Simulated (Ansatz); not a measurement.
System: TiO2 (C2/m, No. 12, 12 atoms in the cell; start mp-554278; a measured phase of this formula has another space group). Method: r²SCAN in Ansatz (PAW).

Numerical settings: plane-wave cutoff 560 eV, 10×10×6 k mesh (along the axes of the cell as run), Fermi–Dirac smearing 0.01 eV, no spin polarisation, scalar-relativistic PAW data made under PBE.

Cell (relaxed at this level):

```yaml
crystal:
  lattice:
    - [6.09383, -1.86646, -0.00434]
    - [6.09383, 1.86646, -0.00434]
    - [-1.91407, 0.00000, 6.27517]
  atoms:
    - { symbol: Ti, position: [0.80552, 0.80552, 0.71730] }
    - { symbol: Ti, position: [0.19448, 0.19448, 0.28270] }
    - { symbol: Ti, position: [0.10060, 0.10060, 0.70963] }
    - { symbol: Ti, position: [0.89940, 0.89940, 0.29037] }
    - { symbol: O, position: [0.05834, 0.05834, 0.37050] }
    - { symbol: O, position: [0.94166, 0.94166, 0.62950] }
    - { symbol: O, position: [0.63849, 0.63849, 0.70583] }
    - { symbol: O, position: [0.36151, 0.36151, 0.29417] }
    - { symbol: O, position: [0.13299, 0.13299, 0.00368] }
    - { symbol: O, position: [0.86701, 0.86701, 0.99632] }
    - { symbol: O, position: [0.73602, 0.73602, 0.34699] }
    - { symbol: O, position: [0.26398, 0.26398, 0.65301] }
```

Task: Give the computed band gap.

Result: 
- band gap: 3.20 eV (on the SCF k mesh)

Note: the relaxation could not lower the start's symmetry, so the cell can be a saddle point above a distorted one.

Cost on a shared machine: around 27 core-minutes (rough).

A start named mp-… is a Materials Project structure, which need not be a measured phase.

Ansatz is a first-principles code.
